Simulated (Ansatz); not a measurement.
# CdTe: x(Pd) = 0.333, 6 atoms, I-4m2

Start from CdTe in the zinc blende structure (space group F-43m, No. 216; a = 6.5576 Å).

The other end (x = 1) is PdTe in the zinc blende structure (space group F-43m, No. 216; a hypothetical phase, not in the database extracts checked): 26.96 Å³/atom, gap zero; this end may not be an ambient phase.

One thing is altered: Pd replaces 33.3 % of the Cd, ordered in a cell of 6 atoms (starting symmetry I-4m2) and fully relaxed.

The values are results of r2SCAN (Ansatz, a program for electronic structure; PAW; 500 eV plane waves; no SOC), not measurements. k-mesh 14×14×14 (Γ-centred); smearing 0.05 eV (Fermi–Dirac), for the changed cell.

```json
[
 {"quantity": "volume per atom", "base": "35.25 Å³", "changed": "31.55 Å³", "shift": "-3.695 Å³"},
 {"quantity": "density", "base": "5.65 g/cm³", "changed": "6.26 g/cm³", "shift": "+0.61 g/cm³"},
 {"quantity": "band gap", "base": "1.17 eV", "changed": "zero", "shift": "–"},
 {"quantity": "mean first-shell distances", "base": "–", "changed": "Cd–Te 2.876 Å (end compound 2.840 Å), Pd–Te 2.604 Å (end compound 2.597 Å)", "shift": "–"}
]
```

Final structure:

```
Cd2PdTe3
1.0
   -2.43094     2.43094     8.00944
    2.43094    -2.43094     8.00944
    2.43094     2.43094    -8.00944
Te Pd Cd
3 1 2
Cartesian
  2.43094   0.00000   4.00472
  0.00000   2.43094   0.93275
  0.00000   2.43094   7.07669
  0.00000   0.00000   0.00000
  0.00000   0.00000   5.53570
  0.00000   0.00000  10.48319
```

Cost of the whole job for the changed cell (relaxation, final SCF and bands): very roughly 70 core-minutes.

These are small ordered cells, not random alloys; other orderings at the same x differ. With Te present, leaving out spin-orbit coupling can change the band edges. Whether these cells are dynamically stable was not tested. The final runs are not spin-polarised. Under x(Pd) = 0.333, 6 atoms, I-4m2 the cell changed shape so far that it is another structure. A zero or small gap of Cd2PdTe3 can be the functional's error rather than a property of the material.
